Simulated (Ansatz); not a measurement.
## A computed series for BAs: response to strain

Base system: BAs in the zinc blende structure (space group F-43m, No. 216; a = 4.732 Å). Axes: x, y, z lie along the cube axes.

Strains are applied to the cell and any free atomic positions relax; under biaxial strain the out-of-plane vector relaxes too.

Level of theory: Ansatz (a program for electronic structure) LDA, no SOC.

Notes on the quantities. energy relative to the base: free energy F.

```csv
"biaxial strain, plane normal [111], relaxed out of plane (%)",energy relative to the base (meV/atom)
0,0.0
0.42,0.6
0.83,?
1.25,4.9
1.67,8.6
2.08,13.2
2.5,18.9
```

Q: Fit ΔE = Aε² + Bε³ (ε in %) to the rows shown and predict the withheld row.

A: Least squares on the printed values gives A = 3.22 and B = -0.079 meV/atom (largest residual 0.0 meV/atom); this predicts 2.2 meV/atom, and the run gives 2.2 meV/atom, in agreement.

Stability against distortions was not tested.
